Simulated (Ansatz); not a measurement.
Base system: CdSe in the zinc blende structure (space group F-43m, No. 216).

```
CdSe
1.0
    0.00000     3.04079     3.04079
    3.04079     0.00000     3.04079
    3.04079     3.04079     0.00000
Cd Se
1 1
Direct
  0.00000   0.00000   0.00000
  0.25000   0.25000   0.25000
```

Cartesian axes are those of the cell as printed.

Method: PBEsol (Ansatz, an electronic-structure program; PAW; 420 eV plane waves; without spin-orbit coupling).

Modification: every lattice vector is shortened by 2.00 %; the atoms relax in the strained cell.

Task: Predict the stress tensor and what it implies for the stiffness.

Result: Stress of the strained cell less that of the base (GPa, compression positive):
```
   3.64    0.00    0.00
   0.00    3.64    0.00
   0.00    0.00    3.64
```

Then B = −ΔP/(ΔV/V₀) with ΔV/V₀ = -0.0588 gives secant stiffness values (nonlinear terms included at this strain): B ≈ 62 GPa.

As a check, the harmonic strain energy −½ V₀ Δσ:ε is 19 meV/atom; the computed energy rise is 18 meV/atom.

Stability against distortions was not tested.
